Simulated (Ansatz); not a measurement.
Functionals side by side, with their cost (level): KCl (Fm-3m, 2 atoms in the cell)

```
KCl
1.0
    0.00000     3.14187     3.14187
    3.14187     0.00000     3.14187
    3.14187     3.14187     0.00000
K Cl
1 1
Direct
  0.00000   0.00000   0.00000
  0.50000   0.50000   0.50000
```

Program: Ansatz (a quantum-chemistry and plane-wave program), default PAW files made with PBE; each row names its functional.

Base settings: basis.ecutwfc = 30.9 Ry; kpoints.mp_grid.grid = 8 8 8; hamiltonian.xc = hse06; hamiltonian.pseudopotentials = {kind: paw} (the program's default PAW files); scf.occupations.method = fixed.

Differences are taken from HSE06, a reference of convenience: it is no measurement, and no ranking of the functionals follows.

Core times come from one kind of shared machine and are given to one figure; runs under 30 s give none.

The starting cell comes from a database of computed structures (which also holds hypothetical and non-ambient phases and stackings), without a prior relaxation at this level. Ansatz's pressure includes its estimate of the finite-basis (Pulay) stress.

```tsv
level	gap on the mesh less reference (eV)	pressure less reference (GPa)	core time / reference (rough)
PBEsol	-1.475	-0.87	–
PBE0	0.738	-0.03	0.8
HSE06	0.000	0.00	1
```

PBEsol ran in under 30 s, against roughly 200 s for HSE06.

Keys are those of Ansatz 0.2.
